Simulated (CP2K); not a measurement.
Band structure of SnP3 (R-3m, 8 atoms in the cell).

```
CELL_PARAMETERS angstrom
      5.72144     0.00000     0.00000
      0.72770     5.67497     0.00000
      0.72770     0.64035     5.63873
ATOMIC_POSITIONS crystal
  Sn 0.74595 0.74595 0.74595
  Sn 0.25405 0.25405 0.25405
  P  0.20089 0.20089 0.74082
  P  0.79910 0.79910 0.25918
  P  0.74082 0.20089 0.20089
  P  0.25918 0.79910 0.79910
  P  0.20089 0.74082 0.20089
  P  0.79910 0.25918 0.79910
```

Level of theory: PBEsol, GPW, DZVP-MOLOPT-SR-GTH basis, GTH-PBE potentials (GTH_POTENTIALS) (CP2K).

Settings: CUTOFF = 400 Ry; REL_CUTOFF = 40 Ry; SMEAR/METHOD = GAUSSIAN; SIGMA = 0.1 eV; KPOINTS/SCHEME = MONKHORST-PACK 4 4 4; GAMMA_CENTERED = T; XC_FUNCTIONAL = PBE:PBESOL; Sn/BASIS_SET = DZVP-MOLOPT-SR-GTH-q4; Sn/POTENTIAL = GTH-PBE-q4; P/BASIS_SET = DZVP-MOLOPT-SR-GTH-q5; P/POTENTIAL = GTH-PBE-q5; METHOD = GPW; EPS_DEFAULT = 1e-11; EXTRAPOLATION = USE_GUESS.

The starting cell comes from a database of computed structures (which also holds hypothetical and non-ambient phases and stackings), without a prior relaxation at this level. Its lattice was rescaled by a random factor within 2.5 % of one. Values carry the incompleteness of an atom-centred basis. The potentials were made for another functional than the one used. The run gives no clean gap (levels at the Fermi energy touch, overlap or are partly filled at this smearing), which alone does not show that the compound is a metal.

Levels in eV from the Fermi level, bands 15 to 20:
| point | 15 | 16 | 17 | 18 | 19 | 20 |
|---|---|---|---|---|---|---|
| Γ | -3.24 | -2.95 | -2.95 | -1.60 | -1.52 | -1.52 |
| L | -3.09 | -2.16 | -1.74 | -1.73 | -0.69 | 0.63 |
| Z | -1.03 | -1.03 | -0.60 | -0.60 | 0.46 | 0.49 |
| F | -2.05 | -1.61 | -1.44 | -1.19 | 0.16 | 0.57 |
| P1 | -1.72 | -1.19 | -0.80 | -0.71 | 0.43 | 0.78 |
| P | -1.72 | -1.19 | -0.80 | -0.71 | 0.43 | 0.78 |

Bands cross the Fermi level along this path, so the cell is metallic at this level.

Higher empty bands are left out: an atom-centred basis made for the valence describes them poorly.
